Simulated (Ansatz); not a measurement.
## A computed series for Pd: response to strain

The reference is Pd in the fcc (Cu type) structure (space group Fm-3m, No. 225; a = 3.8777 Å; relaxed with 0.1 eV smearing). Axes: x, y, z lie along the cube axes.

Strains are applied to the cell and any free atomic positions relax.

Calculations: Ansatz (a first-principles code), PBEsol, PAW, cutoff 420 eV, without spin-orbit coupling.

Notes on the quantities. pressure: mean of the normal stresses, compression positive; energy relative to the base: free energy F.

```csv
case,pressure,energy relative to the base,volume per atom
base,0.0 GPa,0 meV/atom,14.58 Å³
tensor shear ε_xy = +0.29 %,0.0 GPa,+0.1 meV/atom,14.58 Å³
tensor shear ε_xy = +0.86 %,0.1 GPa,+1.2 meV/atom,14.58 Å³
tensor shear ε_xy = +1.14 %,0.1 GPa,+2.1 meV/atom,14.57 Å³
tensor shear ε_xy = +2.00 %,?,?,14.57 Å³
tensor shear ε_xy = +1.43 %,0.2 GPa,?,14.57 Å³
tensor shear ε_xy = +1.71 %,0.2 GPa,+4.7 meV/atom,14.57 Å³
tensor shear ε_xy = +0.57 %,0.0 GPa,?,14.58 Å³
```

Problem. Some entries are withheld; estimate them.

Solution. 
- tensor shear ε_xy = +2.00 %, pressure: 0.3 GPa
- tensor shear ε_xy = +2.00 %, energy relative to the base: +6.4 meV/atom
- tensor shear ε_xy = +1.43 %, energy relative to the base: +3.2 meV/atom
- tensor shear ε_xy = +0.57 %, energy relative to the base: +0.5 meV/atom

No phonon test of stability was made. The final runs are not spin-polarised.
